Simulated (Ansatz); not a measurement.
What uniaxial stress, 1 GPa tension along x does to HfN

Consider HfN in the rock salt structure (space group Fm-3m, No. 225; a = 4.5482 Å; relaxed with 0.1 eV smearing). Axes: x, y, z lie along the cube axes.

Perturbation: uniaxial stress, 1 GPa tension along x; all other stress components relax to zero.

Level of theory: PBE, PAW, 420 eV (Ansatz, a first-principles code; scalar-relativistic without spin-orbit coupling). Settings: 22×22×22 k-points, 0.1 eV Fermi–Dirac smearing.

```tsv
quantity	base	changed	shift
volume per atom	11.76 Å³	11.78 Å³	+0.02 Å³
space group	Fm-3m (No. 225)	I4/mmm (No. 139)	–
energy relative to the base (free energy F)	0 meV/atom	+0.1 meV/atom	+0.1 meV/atom
band gap	zero	zero	–
strain response (xx, yy, zz)	–	(+0.19, −0.03, −0.03) %	–
```

Beyond what the load breaks, stability against distortions was not tested. All final runs are without spin polarisation. An odd electron count without spin: HfN.
